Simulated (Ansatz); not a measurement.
# Competing hops of interstitial Na in beta Ga2O3, charge state +1

Defect: interstitial Na in beta Ga2O3, charge state +1. The numbers are results of PBE, PAW (plane waves to 420 eV; Ansatz, an electronic-structure program), not measurements.

Cell of 160 host sites held at the relaxed PBE lattice; the Γ point alone; Fermi-Dirac width 0.01 eV, spin-restricted; finite-size errors left in. No zero-point or tunnelling terms. The charge state is imposed; whether it is stable for some Fermi level was not computed. Sites that were not tried may lie lower.

Barriers: single points on a 2×2×2 k-point mesh shifted by half a step at the bands' geometries.

```json
[
 {"Route": "a concerted move, in which Na travels most", "Start site over the lowest site run (eV)": "0.00", "Hop (Å)": "1.78", "Forward barrier (eV)": "0.29", "Backward barrier (eV)": "0.29", "Neighbours at the start": "2 Ga at 2.49; O at 1.99, 2 O at 2.15, 2 O at 2.49 Å", "Neighbours at the saddle": "2 Ga at 2.53; 2 O at 2.00, 2 O at 2.49, O at 2.60 Å", "Saddle order": "not checked, on a symmetry element", "Forward, on the band's own sampling (eV)": "0.29"},
 {"Route": "a concerted move, in which Na travels most", "Start site over the lowest site run (eV)": "0.86", "Hop (Å)": "3.08", "Forward barrier (eV)": "0.78", "Backward barrier (eV)": "0.78", "Neighbours at the start": "2 Ga at 2.26; 6 O at 2.14 Å", "Neighbours at the saddle": "2 O at 1.95, 2 O at 2.47, O at 2.52 Å", "Saddle order": "not checked, on a symmetry element", "Forward, on the band's own sampling (eV)": "0.79"}
]
```

Paths come from climbing-image nudged elastic band runs. Of the routes that converged and passed our checks, the lowest saddle point lies 0.29 eV above the lowest of the sites run (a concerted move, in which Na travels most); other sites, such as split forms, and other routes may lie lower. A band can be held on a symmetry element, so unchecked saddle points there may be too high.

The whole set of runs took roughly 14 core-hours.
